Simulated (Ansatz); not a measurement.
A computed series for SiO2: pressure series

The reference is SiO₂ in the rutile structure (space group P4_2/mnm, No. 136; a = 4.236 Å, c = 2.690 Å).

Cell and atoms are relaxed at each pressure.

The values are results of Kohn–Sham DFT with the PBE functional, run in Ansatz (a quantum-chemistry and plane-wave program) with PAW and 420 eV plane waves, spin-orbit coupling left out, earlier PAW set, not measurements.

Notes on the quantities. enthalpy: H = E + PV relative to the base's energy.

```csv
change,volume per atom,width of the top valence band,enthalpy
base,8.04 Å³,2.56 eV,–
pressure −2 GPa,8.11 Å³,2.54 eV,-0.10 eV/atom
pressure −1 GPa,8.08 Å³,2.55 eV,-0.05 eV/atom
pressure 3 GPa,7.95 Å³,2.59 eV,+0.15 eV/atom
pressure 7 GPa,7.84 Å³,2.64 eV,+0.35 eV/atom
pressure 15 GPa,7.65 Å³,2.72 eV,+0.73 eV/atom
pressure 30 GPa,7.35 Å³,2.85 eV,+1.44 eV/atom
pressure 50 GPa,7.02 Å³,3.01 eV,+2.33 eV/atom
pressure 75 GPa,6.70 Å³,3.18 eV,+3.40 eV/atom
pressure 100 GPa,6.44 Å³,3.34 eV,+4.43 eV/atom
```

The levels and masses belong to the bands next to the band gap. Load acts through the strain it causes; cell and atoms are relaxed under it. Whether these cells are dynamically stable was not tested. Competing high-pressure phases were not computed.
